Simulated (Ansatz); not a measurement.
Base system: ZnS in the zinc blende structure (space group F-43m, No. 216; a = 5.390 Å). Axes: x, y, z lie along the cube axes.

Computed with Ansatz (a program for electronic structure), r2SCAN, PAW, cutoff 500 eV, no SOC, earlier PAW set.

A first run, uniaxial strain ε_yy = +0.56 %, gives secant values C11 ≈ 110 GPa and C12 ≈ 63 GPa from its stress. A second run applies isotropic strain +1.88 %.

Problem. What does linear elasticity predict for the bulk modulus −ΔP/(ΔV/V₀) in the second run, and what does the run give?

Solution. Linear elasticity: (C11 + 2 C12)/3 = 79 GPa. The run gives 67 GPa; any difference comes from nonlinear terms at these strains and numerical noise.

No phonon test of stability was made.
